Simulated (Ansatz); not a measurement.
The starting structures come from a database of crystals and need not be the phases stable at ambient conditions.

Inside the gap of an insulator the Bloch states are evanescent, with a wavenumber k + iκ along the transport direction.

Input:

```yaml
crystal:
  lattice:
    - [6.64687, 0.00000, 0.00000]
    - [3.32344, 8.14988, 0.00000]
    - [3.32344, 0.00000, 3.32344]
  atoms:
    - { symbol: Ca, position: [0.66494, 0.67012, 0.00000] }
    - { symbol: Ca, position: [0.33506, 0.32988, 0.00000] }
    - { symbol: Ca, position: [0.00000, 0.00000, 0.50000] }
    - { symbol: Ca, position: [0.50000, 0.00000, 0.50000] }
    - { symbol: Sb, position: [0.86101, 0.27798, 0.00000] }
    - { symbol: Sb, position: [0.13899, 0.72202, 0.00000] }
    - { symbol: O, position: [0.50000, 0.00000, 0.00000] }
```

Space group of this cell: I4/mmm. The cell is taken as given; by PBEsol its mean pressure is -1.8 GPa.

Transport runs along the normal of the first two printed cell vectors, the (110) plane of the conventional cell.

The gap is the functional's own. No spin-orbit coupling. Mid-gap values are interpolated on the energy grid.

### Question
Compute, with PBEsol (Ansatz, a program for electronic structure), the band gap and the smallest decay constant κ at mid-gap.

### Answer
Gap 0.88 eV on a 10×10×10 mesh; κ = 0.108 1/Å, at (0.000, 0.500) of the in-plane reciprocal vectors. At the zone centre, at the nearest computed energy, the slowest state has κ = 0.11 1/Å.
